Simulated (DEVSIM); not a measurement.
Si n-p junction from an implanted or diffused profile

Structure: Si n-p junction from an implanted or diffused profile, at 300 K.

```
layer (left to right)  material  thickness (μm)  Na (cm⁻³)  τn (s)  τp (s)
---------------------  --------  --------------  ---------  ------  ------
1                            Si            5.60     4.8e14  2.4e-7  2.4e-7
```

Added donor profile: 2.2e16 cm⁻³ × exp(−(x − 0.053 μm)²/(2·(0.26 μm)²)). Left contact: ohmic. Right contact: ohmic. Voltage is applied to the left contact. Recombination: SRH at mid-gap, radiative. Mobility is μmin + (μ − μmin)/(1 + (N/Nref)^α).

The device is made up for the run: typed textbook-type constants, with dimensions and the other settings drawn at random. Values at 300 K.

| parameter | Si |
|---|---|
| gap (eV) | 1.124 |
| affinity (eV) | 4.05 |
| permittivity | 11.7 |
| Nc (cm⁻³) | 2.86e19 |
| Nv (cm⁻³) | 3.1e19 |
| μn (cm²/Vs) | 1417 |
| μp (cm²/Vs) | 470 |
| μn,min | 52 |
| μp,min | 45 |
| Nref,n | 9.7e16 |
| Nref,p | 2.2e17 |
| αn | 0.68 |
| αp | 0.72 |
| B (cm³/s) | 4.7e-15 |

DEVSIM, 1D drift-diffusion, Boltzmann statistics, complete ionisation; no tunnelling, impact ionisation, image-force lowering or self-heating.

The potential step across the device at zero bias comes out as 0.651 V and the dark forward voltage at 1 A/cm² is 0.508 V. The dark forward voltage at 100 A/cm² is 0.720 V.

Small-signal capacitance in reverse bias (quasi-static):

| V (V) | C (nF/cm²) |
|---|---|
| 0.4 | 6.06 |
| 1 | 4.79 |
| 2 | 3.77 |
| 3 | 3.21 |
| 4 | 2.85 |
| 6 | 2.39 |
| 8 | 2.10 |
| 10 | 1.97 |
| 13 | 1.94 |
| 16 | 1.93 |
| 20 | 1.92 |

Dark reverse current:

```csv
V (V),J (A/cm²)
0.40,2.0e-7
1.00,3.9e-7
2.00,6.2e-7
3.00,8.0e-7
4.00,9.5e-7
6.00,1.2e-6
8.00,1.5e-6
10.00,1.7e-6
13.00,2.1e-6
16.00,2.5e-6
20.00,2.9e-6
```
